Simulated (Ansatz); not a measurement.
## Hypothetical CsCl type TlAs, response to strain

Base system: TlAs in the CsCl type structure (space group Pm-3m, No. 221; a hypothetical phase, not in the database extracts checked; relaxed with 0.1 eV smearing).

```cif
data_AsTl
_chemical_formula_sum 'Tl1 As1'
_space_group_name_H-M_alt 'P 1'
_space_group_IT_number 1
_cell_length_a 3.60164
_cell_length_b 3.60164
_cell_length_c 3.60164
_cell_angle_alpha 90.000
_cell_angle_beta 90.000
_cell_angle_gamma 90.000
loop_
_space_group_symop_operation_xyz
  'x, y, z'
loop_
_atom_site_label
_atom_site_type_symbol
_atom_site_fract_x
_atom_site_fract_y
_atom_site_fract_z
_atom_site_occupancy
Tl1 Tl 0.00000 0.00000 0.00000 1
As1 As 0.50000 0.50000 0.50000 1
```

Strains are applied to the cell and any free atomic positions relax.

All numbers come from DFT with PBEsol, PAW potentials and a 420 eV plane-wave cutoff in Ansatz (an electronic-structure program), spin-orbit coupling left out.

| isotropic strain (%) | pressure (GPa) |
|---|---|
| -4.17 | 10.1 |
| -2.55 | 5.4 |
| -1.54 | ? |
| 0 | 0.0 |
| 1.46 | -2.2 |

**Question.** Fit P = P₀ − Bδ + Cδ² with δ = (1 + ε)³ − 1 to the rows shown and predict the withheld row.

**Answer.** Least squares on the printed values gives P₀ = -0.1 GPa, B = 57.3 GPa, C = 227 GPa (largest residual 0.1 GPa); this predicts 3.0 GPa, and the run gives 3.0 GPa, in agreement.

Stability against distortions was not tested. The final runs are not spin-polarised.
